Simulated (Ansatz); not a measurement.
The starting structures come from a database of crystals and need not be the phases stable at ambient conditions.

 Where the default PAW files enter, the runs use the earlier of Ansatz's two default sets.

Input:

```xyz
19
Lattice="5.5125 0.0000 0.0000 -1.8545 5.4679 0.0000 0.8507 2.4924 6.3629" Properties=species:S:1:pos:R:3 pbc="T T T"
Ca     3.2424     2.2365     1.5303
Ca     1.2663     5.7238     4.8326
Mg     0.0000     0.0000     0.0000
H      1.0885     2.1786     3.8324
H      3.4202     5.7816     2.5305
H      4.1143     6.2347     4.3503
H      0.3944     1.7255     2.0126
P      3.6767     3.7232     4.8135
P      0.8320     4.2370     1.5494
O     -0.7704     6.9966     4.5978
O      5.2791     0.9637     1.7651
O      1.9737     4.2439     0.4683
O      2.5350     3.7164     5.8946
O     -0.5264     3.9627     0.8113
O      5.0350     3.9976     5.5516
O      0.7864     5.5235     2.3867
O      3.7223     2.4367     3.9762
O      1.1667     2.9945     2.4421
O      3.3420     4.9658     3.9208
```

Space group of this cell: P-1. The cell is taken as given; by r2SCAN its mean pressure is -5.0 GPa.

Transport runs along the normal of the first two printed cell vectors.

The gap is the functional's own, uncorrected, and κ follows it; spin-orbit coupling is left out. Mid-gap values are interpolated between the computed energies.

Problem. Compute, with r2SCAN in Ansatz (a program for electronic structure), the band gap and the smallest decay constant κ at mid-gap.

Solution. Gap 6.06 eV on a 6×6×6 mesh; κ = 0.454 1/Å, at the zone centre.
